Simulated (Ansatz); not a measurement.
Base system: WC (space group P-6m2, No. 187; a = 2.9127 Å, c = 2.8354 Å; relaxed with 0.1 eV smearing). Axes: x lies along a and z along c of the hexagonal cell.

The values are results of DFT with r2SCAN, PAW potentials and a 500 eV plane-wave cutoff in Ansatz (a quantum-chemistry and plane-wave program), scalar-relativistic without spin-orbit coupling, not measurements.

Strains are applied to the cell and any free atomic positions relax.

One change was made to it. Results:

```tsv
quantity	base	after
energy relative to the base (free energy F)	0 meV/atom	+27 meV/atom
band gap	zero	zero
```

Task: Name the change that was made.
(A) uniaxial strain ε_zz = +2.50 %
(B) uniaxial strain ε_zz = +1.50 %
(C) uniaxial strain ε_zz = +2.00 %
(D) uniaxial strain ε_zz = +0.50 %
(E) uniaxial strain ε_zz = +3.00 %

Result: E, uniaxial strain ε_zz = +3.00 %. For comparison, the energy relative to the base in the other runs: uniaxial strain ε_zz = +0.50 % gives +0.8 meV/atom; uniaxial strain ε_zz = +1.50 % gives +7.1 meV/atom; uniaxial strain ε_zz = +2.50 % gives +19 meV/atom; uniaxial strain ε_zz = +2.00 % gives +12 meV/atom.

Whether these cells are dynamically stable was not tested. The final runs are not spin-polarised.
